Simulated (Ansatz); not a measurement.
**CdSe (Fm-3m, No. 225, 2 atoms in the cell; start mp-1055; high-pressure phase)**

The numbers are results of r²SCAN in Ansatz (PAW), not measurements.

Settings: plane-wave cutoff 500 eV, 12×12×12 k mesh, Fermi–Dirac smearing 0.05 eV, scalar-relativistic PAW data made under PBE.

Cell (relaxed at this level):

```xyz
2
Lattice="0.0000 2.8430 2.8430 2.8430 0.0000 2.8430 2.8430 2.8430 0.0000" Properties=species:S:1:pos:R:3 pbc="T T T"
Cd     0.0000     0.0000     0.0000
Se     2.8430     2.8430     2.8430
```

| Item | Result |
|---|---|
| band gap | zero (no gap) |

Note: the relaxation could not lower the start's symmetry, so the cell can be a saddle point above a distorted one.

Spin–orbit coupling is not included.

Static lattice: no zero-point or thermal effects.

A start named mp-… is a Materials Project structure, which need not be a measured phase.

Ansatz is a program for electronic structure.
